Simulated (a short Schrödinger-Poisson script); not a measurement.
## MOS inversion layer, SiO2 on p-type Si(111)

Structure: MOS inversion layer, SiO2 on p-type Si(111), at 400 K.

```tsv
layer	material	thickness (nm)	Na (cm⁻³)
1	SiO2	0.6	-
2	Si	770	3.1e17
```

Constants are typed, rounded textbook-type inputs, not results; the design itself was drawn at random and stands for no fabricated device. SiO2: permittivity 3.9, conduction-band edge (eV) 3.15, gap (eV) 9, electron mass (mₑ) 0.5. Si: permittivity 11.7, conduction-band edge (eV) 0, gap (eV) 1.124, Nv at 300 K (cm⁻³) 3.1e19.

Channel valleys (confinement mass, in-plane density-of-states mass, number): Δ6 0.258, 0.358, 6. At the gate the conduction-band edge of layer 1 lies 3.57 eV − eVg above the Fermi level of the channel; the field vanishes at the back. Gaps are held at their typed values at every temperature. Mesh 0.03 nm at interfaces.

From a short Schrödinger-Poisson script (our own, NumPy): 1D Poisson equation in equilibrium, electrons quantum, Hartree (BenDaniel-Duke, 12 states a valley, the channel's in-plane mass for all, wave functions ending at the dielectric), parabolic valleys, classical holes, full ionisation, no traps, pinning or gate leakage.

```
Vg (V)  electrons (cm⁻²)  C (μF/cm²)  Δ6 E0 (meV)  Δ6 E1 (meV)
------  ----------------  ----------  -----------  -----------
0.2               8.11e8       0.195        368.3        442.4
0.25              3.02e9       0.197        322.7        398.8
0.3              1.12e10       0.223        277.2        355.3
0.35             4.04e10       0.325        232.7        312.8
0.4              1.32e11       0.606        191.5        273.8
0.45             3.55e11        1.08        157.2        242.1
0.5              7.42e11        1.55        131.2        219.4
0.55             1.27e12        1.92        112.1        203.8
0.6              1.90e12        2.19         97.6        193.0
0.65             2.61e12        2.39         86.1        185.2
0.7              3.38e12        2.54         76.6        179.4
0.75             4.19e12        2.67         68.6        175.0
0.8              5.04e12        2.78         61.6        171.6
0.85             5.92e12        2.87         55.4        168.8
0.9              6.82e12        2.95         49.8        166.7
0.95             7.75e12        3.02         44.8        164.9
1                8.71e12        3.08         40.1        163.5
1.05             9.68e12        3.14         35.8        162.3
1.1              1.07e13        3.19         31.8        161.4
1.15             1.17e13        3.24         28.1        160.6
1.2              1.27e13        3.28         24.5        160.0
```

Subbands count from the Fermi level.
